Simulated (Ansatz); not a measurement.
The parent structure is Bi2Se3 in the Bi2Te3 type structure (space group R-3m, No. 166; a = 4.144 Å, c = 28.448 Å (hexagonal axes)).

The values are results of Ansatz (a quantum-chemistry and plane-wave program), PBE-D3(BJ), PAW, cutoff 420 eV, scalar-relativistic without spin-orbit coupling, not measurements.

One thing is altered: full substitution Se → Te, then cell and atoms are relaxed.

Measured lattice parameter a: Bi2Se3 4.143 Å (temperature not stated; as listed in Xin Luo, Michael B. Sullivan, Su Ying Quek, Physical Review B (2012)); Bi2Te3 4.386 Å (temperature not stated; as listed in Xin Luo, Michael B. Sullivan, Su Ying Quek, Physical Review B (2012)).

Task: How well does PBE-D3(BJ) reproduce the measured shift?

Result: With PBE-D3(BJ) the lattice parameter a moves by +0.243 Å (4.144 → 4.387) against +0.243 Å measured.

Whether these cells are dynamically stable was not tested.
